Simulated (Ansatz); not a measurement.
The parent structure is Pt in the fcc (Cu type) structure (space group Fm-3m, No. 225; a = 3.9418 Å; relaxed with 0.1 eV smearing).

Method: r2SCAN (Ansatz, a quantum-chemistry and plane-wave program), no spin-orbit coupling.

For the base:

Pressure: 0.0 GPa
Band gap: zero

It is then changed as follows: every lattice vector is stretched by 2.50 %; the atoms relax in the strained cell.

What does the calculation give for the energy relative to the base, pressure and band gap after the change?

The energy increases by 65 meV/atom; the pressure goes from zero to -16.3 GPa; the band gap is still zero.

No phonon test of stability was made. The final runs are not spin-polarised. Pt lies near a magnetic instability that expansion can trigger; it was not tested.
